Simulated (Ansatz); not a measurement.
Base system: GaN in the zinc blende structure (space group F-43m, No. 216).

```
GaN
1.0
    0.00000     2.24904     2.24904
    2.24904     0.00000     2.24904
    2.24904     2.24904     0.00000
N Ga
1 1
Direct
  0.75000   0.75000   0.75000
  0.00000   0.00000   0.00000
```

The other end (x = 1) is AlN in the zinc blende structure (space group F-43m, No. 216): 10.49 Å³/atom, gap 3.19 eV; this end may not be an ambient phase.

Calculations: PBEsol (Ansatz, a program for electronic structure), scalar-relativistic without spin-orbit coupling.

Al replaces a fraction x of Ga; each row is one arrangement (x, atoms in the cell, starting space group or random), fully relaxed.

One change was made to it. Results:

The mean first-shell distances amounts to Ga–N 1.943 Å (end compound 1.948 Å), Al–N 1.910 Å (end compound 1.896 Å); the band gap goes up by 0.40 eV (1.70 eV → 2.10 eV); the deviation of the volume from the linear (Vegard-type) interpolation comes out as 0.0 %.

### Question
Name the change that was made.
A. x(Al) = 0.75, 8 atoms, P-43m
B. x(Al) = 0.25, 8 atoms, R3m
C. x(Al) = 0.25, 8 atoms, I-42m

### Answer
B, x(Al) = 0.25, 8 atoms, R3m. For comparison, the band gap in the other runs: x(Al) = 0.75, 8 atoms, P-43m gives 3.32 eV; x(Al) = 0.25, 8 atoms, I-42m gives 2.27 eV.

These are small ordered cells, not random alloys; other orderings at the same x differ. Whether these cells are dynamically stable was not tested. This is not the structure that GaN has at room temperature and ambient pressure. This is not the structure that AlN has at room temperature and ambient pressure.
